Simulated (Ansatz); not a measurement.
The parent structure is ZnSiP$_{2}$ in the chalcopyrite structure (space group I-42d, No. 122; a = 5.353 Å, c = 10.446 Å). Axes: x, y, z lie along a, b, c of the conventional cell.

Computed with Ansatz (a first-principles code) PBEsol, spin-orbit coupling left out, earlier PAW set.

Before the change:

| Property | Value |
|---|---|
| Hole mass | 0.16 mₑ along c, 0.37 mₑ across (at Γ) |
| Electron mass | 1.4 mₑ along c, 0.25 mₑ across (at Γ) |

One thing is altered: compressive biaxial strain of 0.63 % in the plane normal to [001], as in epitaxy on a mismatched substrate; the out-of-plane cell vector and the atoms relax.

### Question
Estimate the effect on the hole mass.

### Answer
The hole mass becomes 0.17 mₑ out of plane, 0.38 mₑ in plane (at Γ) (base: 0.16 mₑ along c, 0.37 mₑ across (at Γ)).

### Question
Estimate the effect on the electron mass.

### Answer
The electron mass changes from 1.4 mₑ along c, 0.25 mₑ across (at Γ) to 1.3 mₑ out of plane, 0.24 mₑ in plane (at Γ).

The levels and masses belong to the bands next to the band gap. Masses are band curvatures over ±0.01 Å⁻¹ around the edge. No phonon test of stability was made.
